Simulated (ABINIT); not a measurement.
ABINIT 10.0.3, DFT, PBE, plane waves, JTH v2.0 PBE PAW: bcc W, atoms displaced (W16), 16 atoms. Basis and mesh were picked for this test and aren't claimed converged.

```
Item                                                   Result
----------------------------  -------------------------------
cell                          6.33, 6.33, 6.33 Å; 90, 90, 90°
distance to the nearest atom                   2.62 to 2.73 Å
task                                                      scf
ecut                                                    15 Ha
pawecutdg                                               30 Ha
nband                                                     144
k mesh (ngkpt)                                          2×2×2
shiftk                                                  0×0×0
nstep                                                     100
tolvrs                                                  1e-09
occopt                                                      3
tsmear                                               0.005 Ha
prtwf                                                       0
prtden                                                      0
paral_kgb                                                   1
nline                                             4 (default)
iscf                                             17 (default)
npulayit                                          7 (default)
diemix                                          0.7 (default)
diemac                                        1e+06 (default)
dielng                                      1.07748 (default)
kptopt                                            1 (default)
k-points after symmetry                                     8
bands                                                     144
symmetry operations                                         1
```

Machine: one whole node, AMD EPYC (Zen 5), 96 cores on 1 socket, no SMT, 12 L3 cache groups.

Wall times, medians of two to five repeats, each run alone on the node (launch to exit). Processes are pinned to neighbouring cores unless said otherwise. The build: conda-forge: MPICH, OpenBLAS, FFTW3, no OpenMP, no ScaLAPACK; another build can shift the numbers. Scratch files lie in a memory file system.

All on 48 ranks. Base settings, kept where nothing else is said: np_spkpt = 8, npband = 6, npfft = 1, bandpp = 24, wfoptalg = 114. The candidates, on 48 cores each, agree within 1.0 meV/atom in energy, 10 meV/Å in forces (largest component), 0.050 GPa in pressure:
A. np_spkpt = 2, npband = 3, npfft = 8, bandpp = 1, wfoptalg = 14
B. np_spkpt = 6, npband = 1, npfft = 8, bandpp = 1, wfoptalg = 14
C. np_spkpt = 4, npband = 4, npfft = 3, bandpp = 1, wfoptalg = 14
D. the base settings
E. np_spkpt = 3, npband = 2, npfft = 8, bandpp = 1, wfoptalg = 14
F. np_spkpt = 3, npband = 16, bandpp = 1
G. np_spkpt = 1, npband = 16, npfft = 3, bandpp = 1, wfoptalg = 14
H. np_spkpt = 1, npfft = 8, bandpp = 1, wfoptalg = 14

**Question.** Which choice gives the shortest wall time?

**Answer.** C and F and G and D, at 15 s to 16 s, level within 8 % or the scatter of repeats. At the other end B takes 1.8× as long.

```json
[
 {"candidate": "C", "wall time": "15 s", "repeats": "2 runs within 1 %", "SCF iterations": "19"},
 {"candidate": "F", "wall time": "15 s", "repeats": "2 runs within 1 %", "SCF iterations": "15"},
 {"candidate": "G", "wall time": "15 s", "repeats": "2 runs within 1 %", "SCF iterations": "14"},
 {"candidate": "D", "wall time": "16 s", "repeats": "2 runs within 1 %", "SCF iterations": "11"},
 {"candidate": "A", "wall time": "17 s", "repeats": "2 runs within 1 %", "SCF iterations": "18"},
 {"candidate": "E", "wall time": "19 s", "repeats": "2 runs within 1 %", "SCF iterations": "19"},
 {"candidate": "H", "wall time": "19 s", "repeats": "2 runs within 1 %", "SCF iterations": "19"},
 {"candidate": "B", "wall time": "27 s", "repeats": "2 runs within 1 %", "SCF iterations": "19"}
]
```

From the slowest to the fastest: The largest move is in vtorho less vtowfk (density, occupations, waiting between k-points): 9.5 s to 1.2 s. Waiting and summing after the loop over k-points (vtorho(MPI)) goes from 8.5 s to 0.49 s, most of the change. What the program resolved moves too: np_spkpt from 6 to 4, npfft from 8 to 3, FFT grid from 45×48×48 to 45×45×45, fine FFT grid from 60×64×64 to 60×60×60.
